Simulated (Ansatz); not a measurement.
Ta₂GaC (P6_3/mmc), PBEsol, DFPT electron-phonon coupling, linearised Boltzmann equation (Ansatz, a program for electronic structure). Phonon-limited resistivity 13.8 μΩ·cm at 300 K along x (a = (3.09, 0.00, 0.00) Å; b = (-1.55, 2.68, 0.00) Å; c = (0.00, 0.00, 13.50) Å), current-weighted mean free path 8.1 nm, Drude plasma energy 5.64 eV.

What is the classical skin depth at 10 GHz (nonmagnetic, μ₀ = 1.257×10⁻⁶ H/m)?

δ = √(ρ/(π f μ₀)) = 1870 nm.

Estimate the resistivity of a 80 nm square wire with diffuse walls from ρ ≈ ρ₀(1 + 3ℓ/4d).

1 + 0.75 × 8.1/80 = 1.08, so ρ ≈ 14.8 μΩ·cm and a line 1 μm long has 23.2 Ω. The formula is the free-electron limit for d well above ℓ; grain boundaries add to it.

What Drude relaxation time do resistivity and plasma energy imply?

ω_p = 8.57e15 s⁻¹, so τ = 1/(ε₀ ω_p² ρ) = 11.1 fs, a damping ħ/τ of 59.1 meV.

A metal at this level (no band gap). Only scattering by harmonic phonons is included (no impurities, grain boundaries, electron-electron scattering or thermal expansion). Spin-orbit coupling is left out, which matters with elements this heavy. Halving the electron mesh (32x32x8) moves the resistivity by up to 7 % at 300 K, the mean free path by up to 4 %. Smearing 0.20 eV; phonons on a 5x5x1 q mesh, which this run doesn't test.

Computed structure with no diffraction record at hand here (it may be known, metastable or hypothetical): Ta2GaC (P6_3/mmc).
